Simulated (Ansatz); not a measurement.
Functionals compared on the (211) surface of fcc Al in its 1x1 cell, outermost plane spacing 0.83 Å in the ideal cut, in Ansatz (plane waves, PAW). The structure was relaxed with PBE; the other rows are single points on it, each with its references at the same level. Cutoff 420 eV (500 eV for r2SCAN).

Slab: 13 atoms, 9.9 Å thick at the start (thin: gaps and levels are the slab's own); k 13x6x1, smearing 0.1 eV, dipole-corrected; all atoms relaxed; start symmetry kept, larger cells not searched; no spin, no spin-orbit, no U. These notes are the PBE run's.

```tsv
functional	surface energy (J/m²)	work function of the top face (eV)	rough cost of the single point
PBE	0.97	4.20	–
LDA	?	?	roughly 40 core-seconds
PBEsol	1.14	4.25	very roughly 40 core-seconds
RPBE	0.88	4.14	roughly 40 core-seconds
r2SCAN	1.11	4.27	about 90 core-seconds (a rough figure)
```

Q: What belongs in the gaps?

A: 
- LDA, surface energy (J/m²): 1.15
- LDA, work function of the top face (eV): 4.36

Ansatz is a program for electronic structure.
